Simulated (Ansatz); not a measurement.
## Habitual settings against a tight run: Rb₂TlInBr₆ (Fm-3m, 10 atoms in the cell)

Self-consistent single point.

```yaml
crystal:
  lattice:
    - [0.00000, 5.87992, 5.87992]
    - [5.87992, 0.00000, 5.87992]
    - [5.87992, 5.87992, 0.00000]
  atoms:
    - { symbol: Rb, position: [0.75000, 0.75000, 0.75000] }
    - { symbol: Rb, position: [0.25000, 0.25000, 0.25000] }
    - { symbol: Tl, position: [0.50000, 0.50000, 0.50000] }
    - { symbol: In, position: [0.00000, 0.00000, 0.00000] }
    - { symbol: Br, position: [0.76863, 0.23137, 0.23137] }
    - { symbol: Br, position: [0.23137, 0.76863, 0.76863] }
    - { symbol: Br, position: [0.23137, 0.76863, 0.23137] }
    - { symbol: Br, position: [0.76863, 0.23137, 0.76863] }
    - { symbol: Br, position: [0.23137, 0.23137, 0.76863] }
    - { symbol: Br, position: [0.76863, 0.76863, 0.23137] }
```

Computed with PBEsol, default PAW files made with PBE (plane waves; Ansatz, a program for electronic structure).

Base settings: basis.ecutwfc = 420 eV; kpoints.mp_grid.grid = 3 3 3; hamiltonian.xc = pbesol; hamiltonian.pseudopotentials = {kind: paw} (the program's default PAW files); scf.occupations.method = fermi_dirac; scf.occupations.width = 0.01 eV.

Tight run (finer mesh or higher cutoff; not a proven limit): basis.ecutwfc: 420 eV → 590 eV; kpoints.mp_grid.grid: 3 3 3 → 5 5 5; scf.convergence.dr2_threshold: default (1e-07 eV) → 1e-09 eV. It gave top of the valence band (on the code's own zero) 1.83 eV; gap on the k-point mesh 1.75 eV; pressure -1.35 GPa; largest force (vector length) 0.124 eV/Å.

Quick runs, as changes from the base:
- A: the base itself
- B: basis.ecutwfc: 420 eV → 210 eV; kpoints.mp_grid.grid: 3 3 3 → 4 4 4; hamiltonian.xc: pbesol → lda [LDA (PW92)]
- C: basis.ecutwfc: 420 eV → 210 eV; kpoints.mp_grid.grid: 3 3 3 → 2 2 2
- D: basis.ecutwfc: 420 eV → 250 eV; scf.occupations.method: fermi_dirac → cold; scf.occupations.width: 0.01 eV → 0.5 eV; width narrowed by the program to 0.2590 eV

Dashes: energy of B, another energy zero.

Gaps are read on each run's own mesh, which may miss the band edges.

† marks runs with another functional, U, potentials or spin treatment: their distance from the tight run is not a convergence error alone.

The count of work is k-points × plane waves × bands × iterations; it is no time. 

Pressures in the table are Ansatz's without its Pulay estimate, at a fixed set of plane waves; the tight run's value above holds the estimate.

The starting cell comes from a database of computed structures (which also holds hypothetical and non-ambient phases and stackings), without a prior relaxation at this level. Its lattice was rescaled by a random factor within 2.5 % of one. Spin-orbit coupling is off.

| run | energy less tight (meV/atom) | pressure less tight (GPa) | largest miss in a force vector (eV/Å) | gap on the mesh less tight (eV) | count of work / tight |
|---|---|---|---|---|---|
| A | 1.0 | -0.01 | 0.002 | 0.340 | 0.18 |
| B† | – | -27.52 | 0.071 | -0.232 | 0.16 |
| C | 1319.8 | -26.13 | 0.063 | -0.155 | 0.054 |
| D | 275.5 | -7.46 | 0.024 | 0.352 | 0.16 |

Among the runs at the tight run's level, the energy misses run from 1.0 to 1319.8 meV/atom.

Left out of this page: 1 run of the series outside the window shown, repeating another row's setting, or not comparable; 1 run of the series with a known weakness of the program.

Keys are those of Ansatz 0.2.
